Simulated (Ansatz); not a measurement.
Consider CdS in the zinc blende structure (space group F-43m, No. 216; a = 5.878 Å). Axes: x, y, z lie along the cube axes.

Modification: tensor shear ε_xy = +2.00 % (engineering shear γ = 0.0400), atoms relaxed at fixed cell.

Level of theory: DFT with r2SCAN, PAW potentials and a 500 eV plane-wave cutoff in Ansatz (a quantum-chemistry and plane-wave program), no SOC.

Question: Give the band edges at the high-symmetry points of the new zone, measured from its valence-band maximum.

Answer: 
```
point  valence edge (eV)  conduction edge (eV)
-----  -----------------  --------------------
Γ                   0.00                  1.45
X                  -1.74                  3.69
F₂                 -1.68                  4.27
Σ₀                 -1.68                  4.27
Y₀                 -1.44                  4.77
U₀                 -1.44                  4.77
R                  -0.79                  3.24
W                  -2.24                  5.64
S                  -0.69                  3.49
T                  -1.91                  3.80
```

The gap is 1.45 eV, direct at Γ.

The cells carry an imposed strain or load. Whether these cells are dynamically stable was not tested. k-point labels follow each cell's own Brillouin zone.
